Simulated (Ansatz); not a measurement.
Take SnO2 in the rutile structure (space group P4_2/mnm, No. 136; a = 4.769 Å, c = 3.212 Å) as the base.

All numbers come from DFT with PBEsol, PAW potentials and a 420 eV plane-wave cutoff in Ansatz (a first-principles code), no spin-orbit coupling.

One change was made to it. Results:

The electron mass goes from 0.17 mₑ along c, 0.19 mₑ across (at Γ) to 0.19 mₑ along c, 0.21 mₑ across (at Γ); the band gap grows by 0.45 eV to 1.37 eV; the valence-band top at Γ (three highest levels, from the VBM) goes from 0.00, -0.77, -0.77 eV to 0.00, -0.80, -0.80 eV; the volume per atom shrinks by 0.512 Å³ (12.18 Å³ → 11.66 Å³).

Task: Which of these changes matches the shifts?
(A) pressure 9 GPa
(B) pressure −1 GPa
(C) pressure 22.5 GPa
(D) pressure 2.1 GPa
(E) pressure −2 GPa

Result: A, pressure 9 GPa. For comparison, the band gap in the other runs: pressure 22.5 GPa gives 1.97 eV; pressure −2 GPa gives 0.81 eV; pressure −1 GPa gives 0.86 eV; pressure 2.1 GPa gives 1.03 eV.

Load acts through the strain it causes; cell and atoms are relaxed under it. Effective masses come from finite differences of ±0.01 Å⁻¹. Whether these cells are dynamically stable was not tested. Competing high-pressure phases were not computed.
